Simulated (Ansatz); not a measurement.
Start from InPd₂ (space group Pnma, No. 62; a = 5.627 Å, b = 4.179 Å, c = 8.249 Å; a cell from a computed database, its experimental status unchecked). Axes: x, y, z lie along a, b, c of the conventional cell.

Calculations: PBEsol in Ansatz (plane waves to 420 eV, PAW, no spin-orbit coupling).

For the base:

| Item | Value |
|---|---|
| Pressure | 0.0 GPa |
| Volume per atom | 16.17 Å³ |
| Band gap | zero |

Modification: biaxial strain +1.39 %, plane normal [001], relaxed out of plane (Cartesian); in-plane vectors clamped, the third vector and the atoms free.

Problem. Estimate the effect on the pressure.

Solution. The pressure (mean of the normal stresses, compression positive) goes from zero to -2.0 GPa.

Problem. What does the calculation give for the volume per atom after the change?

Solution. The volume per atom increases by 0.245 Å³ to 16.41 Å³.

Problem. How does this affect the band gap?

Solution. The band gap remains zero.

No phonon test of stability was made. All final runs are without spin polarisation.

Ansatz is a quantum-chemistry and plane-wave program.
